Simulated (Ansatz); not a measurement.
# InAs under a change: uniaxial strain ε_zz = +2.00 %

Start from InAs in the zinc blende structure (space group F-43m, No. 216; a = 6.087 Å). Axes: x, y, z lie along the cube axes.

One thing is altered: the cell is stretched by 2.00 % along z with no lateral relaxation, atoms relaxed at fixed cell.

Computed with Kohn–Sham DFT with the PBEsol functional, run in Ansatz (a first-principles code) with PAW and 420 eV plane waves, scalar-relativistic without spin-orbit coupling. Settings: 9×9×9 k-points, 0.05 eV Fermi–Dirac smearing.

```csv
quantity,base,changed,shift
space group,F-43m (No. 216),I-4m2 (No. 119),–
energy relative to the base (free energy F),0 meV/atom,+2.7 meV/atom,+2.7 meV/atom
"pressure (mean of the normal stresses, compression positive)",0.0 GPa,-1.1 GPa,-1.1 GPa
band gap,zero,zero,–
"stress (xx, yy, zz, yz, xz, xy; compression positive) (rough)",–,"(-0.8, -0.8, -1.5, 0.0, 0.0, 0.0) GPa",–
```

The mesh was chosen for an insulator and is coarse for the gapless case. Without a gap, meshes like the base's 9×9×9 leave anisotropic stresses uncertain by several tenths of a GPa, and small strain energies with them. No phonon test of stability was made. All final runs are without spin polarisation. A zero or small gap of InAs can be the functional's error rather than a property of the material.
